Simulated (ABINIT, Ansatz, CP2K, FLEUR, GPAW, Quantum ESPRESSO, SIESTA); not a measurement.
**ZrZn (Pm-3m, 2 atoms in the cell) computed with different codes at matched settings**

Self-consistent single point, at a second geometry (lattice scaled by 0.98). First geometry:

```xyz
2
Lattice="3.2605 0.0000 0.0000 0.0000 3.2605 0.0000 0.0000 0.0000 3.2605" Properties=species:S:1:pos:R:3 pbc="T T T"
Zr     1.6302     1.6302     1.6302
Zn     0.0000     0.0000     0.0000
```

Shared settings, as Ansatz (a quantum-chemistry and plane-wave program) writes them: kpoints.mp_grid.grid = 7 7 7; scf.occupations.method = fermi_dirac; scf.occupations.width = 0.0073 Ry. Potentials and cutoffs stand in the table.

| code | model | ΔF from the first geometry (meV/atom) | pressure (GPa) | cutoff |
|---|---|---|---|---|
| Quantum ESPRESSO | PBEsol, PseudoDojo standard norm-conserving (PBESOL) pseudopotentials | 50.2 | 12.66 | 85 Ry |
| SIESTA | GGA PBEsol, numerical atomic orbitals DZP, PseudoDojo PBEsol standard norm-conserving potentials (rewritten from UPF to PSML) | 22.7 | 8.05 | grid 400 Ry |
| GPAW | PBEsol, GPAW PAW datasets PBEsol (made by gpaw-setup) | 48.4 | 12.32 | 850 eV |
| Ansatz | PBEsol, PAW files made with PBE | 50.5 | 12.64 | default |
| CP2K | PBEsol, GPW, DZVP-MOLOPT-SR-GTH basis, GTH-PBE potentials (GTH_POTENTIALS) | 56.2 | 13.38 | grid 600 Ry |
| ABINIT | PBEsol, PAW (JTH v2.0 PBE PAW, files made for PBE) | 50.1 | 12.53 | 30 Ha |
| FLEUR | PBEsol, all-electron FLAPW (FLEUR), scalar-relativistic valence | 51.7 | – | Kmax 4 1/bohr |

A dash marks a value that a program does not give, or that is left out as unsure.

The spread over the programs that give each value: ΔF from the first geometry within 33.5 meV/atom; pressure within 5.33 GPa.

SIESTA and CP2K use small atom-centred bases, whose incompleteness enters pressures, forces and empty levels differently from a plane-wave cutoff. FLEUR treats all electrons, but the usual bases taken here (sphere radii, linearisation, local orbitals, empty states) were not tested for convergence, so the values are no reference for the others. Ansatz's pressure is given at a fixed set of plane waves, as the other plane-wave codes print theirs; with its correction for the finite basis it is 12.68 GPa. In the pressure, SIESTA (by 4.53) lies more than 1 GPa from the median of the plane-wave programs.

The starting cell comes from a database of computed structures (which also holds hypothetical and non-ambient phases and stackings), without a prior relaxation at this level. Its lattice was rescaled by a random factor within 2.5 % of one. For this run, on top of that: lattice scaled by 0.98.

Left out of this page: Elk (failed or unconverged).

Keys are those of Ansatz 0.2.
